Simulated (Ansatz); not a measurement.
Consider these faces of fcc Rh, relaxed from ideal cuts in 1x1 cells: (100), (110), (111).

Level of theory: PBE (plane waves to 420 eV, PAW; Ansatz, a program for electronic structure).

### Question
Order them by surface energy (lowest first) at the level PBE.

### Answer
(111) (2.06 J/m²), (100) (2.39 J/m²), (110) (2.42 J/m²)
